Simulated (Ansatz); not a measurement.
Start from TiSi₂ (space group Cmcm, No. 63; a = 3.546 Å, b = 13.565 Å, c = 3.580 Å).

Level of theory: plane-wave PAW DFT at the PBE level (Ansatz, a quantum-chemistry and plane-wave program, 420 eV), spin-orbit coupling left out, earlier PAW set.

For the base:

The volume per atom is 14.35 Å³. The band gap comes out as zero.

Perturbation: cell and atoms relaxed at a pressure of 4.2 GPa.

### Question
What does the calculation give for the volume per atom and band gap after the change?

### Answer
The volume per atom falls by 0.44 Å³ (14.35 Å³ → 13.91 Å³); the band gap remains zero.

Load acts through the strain it causes; cell and atoms are relaxed under it. No phonon test of stability was made. The final runs are not spin-polarised.
